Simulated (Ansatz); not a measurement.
The starting structures come from a database of crystals and need not be the phases stable at ambient conditions.

## Evanescent states of Cs2SnF6 (P-3m1, not sure to be the ambient phase, 9 atoms a cell, 19.1 Å³ an atom) along the normal of (110)

Method: r2SCAN (plane waves, PAW; Ansatz, a quantum-chemistry and plane-wave program).

No gap correction and no spin-orbit coupling; mid-gap values are interpolated between computed energies.

Energies count from the valence-band top; κ is the least over a 6×4 mesh across the current.

```csv
E (eV),κ (1/Å),where
0.15,0.280,off Γ
0.45,0.345,Γ
0.75,0.386,Γ
1.05,0.415,Γ
1.35,0.438,Γ
1.65,0.455,Γ
1.95,0.468,Γ
2.25,0.477,Γ
2.55,0.483,Γ
2.85,0.486,Γ
3.15,0.487,Γ
3.45,0.484,Γ
3.75,0.478,Γ
4.05,0.469,Γ
4.35,0.457,Γ
4.65,0.441,Γ
4.95,0.420,Γ
5.25,0.393,Γ
5.55,0.359,Γ
5.85,0.315,Γ
6.15,0.252,Γ
6.45,0.143,Γ
```

### Question
How thick must the barrier be to attenuate the transmission by 10^6 when the electrodes' Fermi level lies at 3.75 eV, and what attenuation does that film give at 1.65 eV?

### Answer
d = 6 ln 10 / (2 × 0.478) = 14.5 Å. At 1.65 eV it gives 6 × 0.455/0.478 = 5.7 decades.
